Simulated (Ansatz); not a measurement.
System: ZrSiO (P4/nmm, No. 129, 6 atoms in the cell; start mp-7915). Method: r²SCAN (Ansatz, an electronic-structure program, plane waves, PAW).

From the output:

```
Relaxation: its limit of steps is 80 (relax.max_steps)
Crystal: 6 atoms, lattice volume = 77.817 Å³
Basis set: ecut = 560 eV, 2331 PW (Γ), exchange–correlation on 81×81×180 points (27 copies of the dense FFT grid, shifted against one another)
Bands: 28, of which v1, the nominal top of the filled ones, is band 22 counted from 1 (21 counted from 0)
Symmetry: 16 space group operations
Space group: P4/nmm (ITA 129), of the structure as read, at distance tolerance 4.3e-5 Å
k-points: 225 of 2048
Functional: x = r2scan, c = r2scan; τ floored in thin density (d = 2e-4 eV/Å³)
SCF iter   1: F=—  HF=-10811.670262 eV  |F-HF|=—  |Δ(HF+E_count)|=         —  Δρ=1.58e-2  dr2=2.67e-1  dr2_τ=1.86e-1
SCF iter   2: F=—  HF=-10811.811213 eV  |F-HF|=—  |Δ(HF+E_count)|=   1.41e-1  Δρ=7.50e-3  dr2=4.53e-2  dr2_τ=5.40e-3
  ...
SCF 1 converged in 8 iterations: F = -10811.810651 eV  dr2 = 1.10e-8
Crystal: 6 atoms, lattice volume = 77.817 Å³
Initial density: handed on by an earlier stage of this run
SCF 2 converged in 6 iterations: F = -10811.810660 eV  dr2 = 8.57e-8
Crystal: 6 atoms, lattice volume = 77.817 Å³
Basis set: ecut = 560 eV, 2333 PW (Γ), exchange–correlation on 81×81×180 points (27 copies of the dense FFT grid, shifted against one another)
SCF 3 converged in 5 iterations: F = -10811.811395 eV  dr2 = 3.04e-7
Crystal: 6 atoms, lattice volume = 77.817 Å³
SCF 4 converged in 5 iterations: F = -10811.811427 eV  dr2 = 3.03e-8
Crystal: 6 atoms, lattice volume = 77.817 Å³
SCF iter   4: F=—  HF=-10811.811430 eV  |F-HF|=—  |Δ(HF+E_count)|=  2.47e-10  Δρ=4.92e-7  dr2=1.99e-10  dr2_τ=3.48e-11
SCF iter   5: F=-10811.811430 eV  HF=-10811.811430 eV  |F-HF|=3.64e-12  |Δ(HF+E_count)|=  2.60e-10  Δρ=8.56e-8  dr2=3.87e-12  dr2_τ=9.36e-13
SCF 5 converged in 5 iterations: F = -10811.811430 eV  dr2 = 3.87e-12
SCF converged after 5 iterations
Free energy (F): -10811.811430 eV
Internal energy: -10811.802865 eV  (E = F + TS)
E sigma→0 (E₀):  -10811.807147 eV
Fermi energy:    15.017984 eV
--- Forces (eV/Å), atoms counted from 1 ---
  atom   1  Zr    -0.00000000    -0.00000000     0.00041725
  atom   2  Zr     0.00000000     0.00000000    -0.00041725
  atom   3  Si    -0.00000000     0.00000000     0.00000000
  atom   4  Si     0.00000000    -0.00000000     0.00000000
  atom   5  O      0.00000000     0.00000000    -0.00226782
  atom   6  O     -0.00000000     0.00000000     0.00226782
--- Stress (GPa, compression-positive) ---
        3.867667      -0.000000      -0.000000
       -0.000000       3.867667       0.000000
       -0.000000       0.000000       3.896097
  P = ⅓ Tr σ = 3.8771 GPa (38.771 kbar)
```

Q: Write an input file that could have produced this run (the log leaves some choices open).

A: One answer among several that fit: 
Ansatz 0.2 input:
```yaml
crystal:
  lattice:
    - [3.2757589529, 0.0, 0.0]
    - [0.0, 3.2757589529, 0.0]
    - [0.0, 0.0, 7.2518362115]
  atoms:
    - { symbol: Zr, position: [0.0, 0.5, 0.6906708624] }
    - { symbol: Zr, position: [0.5, 0.0, 0.3093291376] }
    - { symbol: Si, position: [0.5, 0.5, 0.0] }
    - { symbol: Si, position: [0.0, 0.0, 0.0] }
    - { symbol: O, position: [0.0, 0.5, 0.390162979] }
    - { symbol: O, position: [0.5, 0.0, 0.609837021] }
basis:
  ecutwfc: 560
  ecutrho_ratio: 4
  xc_grid: 3
kpoints:
  mp_grid: { grid: [16, 16, 8] }
hamiltonian:
  xc: r2scan
  dispersion: none
  pseudopotentials: { kind: paw }
scf:
  occupations: { method: fermi_dirac, width: 0.05 }
output:
  forces: true
  stress: true
  eigenvalues: true
relax:
  f_tol: 0.004
  escape_saddle: false
  max_steps: 80
  cell: { stress_tol: 0.02, fix: [volume] }
```

The cell is one volume of an energy–volume scan, off the minimum.

The PAW data were made under PBE.

Note: the relaxation could not lower the start's symmetry, so the cell can be a saddle point above a distorted one.

It cost about 3 core-minutes (a rough figure) of CPU time.

A start named mp-… is a Materials Project structure, which need not be a measured phase.
